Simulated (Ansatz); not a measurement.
Take Lu in the hcp (Mg type) structure (space group P6_3/mmc, No. 194; a = 3.506 Å, c = 5.482 Å; relaxed with 0.1 eV smearing) as the base.

Level of theory: plane-wave PAW DFT at the PBE level (Ansatz, a program for electronic structure, 420 eV), no spin-orbit coupling.

Before the change:

The pressure comes out as 0.0 GPa and the band gap comes out as zero.

The change: every lattice vector is shortened by 2.00 %; the atoms relax in the strained cell.

Task: What does the calculation give for the energy relative to the base, pressure and band gap after the change?

Result: The energy grows by 16 meV/atom; the pressure (mean of the normal stresses, compression positive) goes from zero to 3.1 GPa; the band gap is still zero.

Whether these cells are dynamically stable was not tested.
